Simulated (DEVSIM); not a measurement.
**Schottky contact on n-type InP**

Device: Schottky contact on n-type InP, at 350 K.

```csv
layer (left to right),material,thickness (μm),Nd (cm⁻³),τn (s),τp (s)
1,InP,7.50,1.1e16,7.7e-10,7.7e-10
```

Left contact: Schottky, work function 5.26 eV, emission velocity 2.1e6 cm/s. Right contact: ohmic. Voltage is applied to the left contact. Recombination: SRH at mid-gap, radiative. Mobility is constant in doping.

The device is made up for the run: typed textbook-type constants, with dimensions and the other settings drawn at random. Values at 300 K; Nc and Nv go as T^1.5, mobilities as T to minus their exponent, the gap by Varshni's rule with the affinity fixed.

| parameter | InP |
|---|---|
| gap (eV) | 1.344 |
| affinity (eV) | 4.38 |
| permittivity | 12.5 |
| Nc (cm⁻³) | 5.7e17 |
| Nv (cm⁻³) | 1.1e19 |
| μn (cm²/Vs) | 5200 |
| μp (cm²/Vs) | 170 |
| T exponent of μn | 2 |
| T exponent of μp | 2 |
| B (cm³/s) | 1.2e-10 |
| Varshni α (eV/K) | 0.000363 |
| Varshni β (K) | 162 |

DEVSIM, 1D drift-diffusion, Boltzmann statistics, complete ionisation; no tunnelling, impact ionisation, image-force lowering or self-heating. Metal contacts follow the ideal Schottky-Mott rule: no Fermi-level pinning, no interface dipoles.

```
Property                                           Result
---------------------------------------------  ----------
Potential step across the device at zero bias     0.754 V
Largest field in the device at zero bias       48000 V/cm
Dark forward voltage at 1 A/cm²                   0.507 V
Dark forward voltage at 100 A/cm²                 0.659 V
```

Dark reverse current:

```csv
V (V),J (A/cm²)
-0.20,-5.7e-7
-0.50,-1.1e-6
-1.00,-1.8e-6
-1.50,-2.4e-6
-2.00,-3.0e-6
-3.00,-3.9e-6
-4.00,-4.7e-6
-5.00,-5.4e-6
-6.50,-6.4e-6
-8.00,-7.3e-6
-10.00,-8.3e-6
```

Small-signal capacitance in reverse bias (quasi-static):

```csv
V (V),C (nF/cm²)
-0.2,32.5
-0.5,28.2
-1,23.8
-1.5,20.9
-2,18.9
-3,16.2
-4,14.4
-5,13.1
-6.5,11.6
-8,10.6
-10,9.54
```
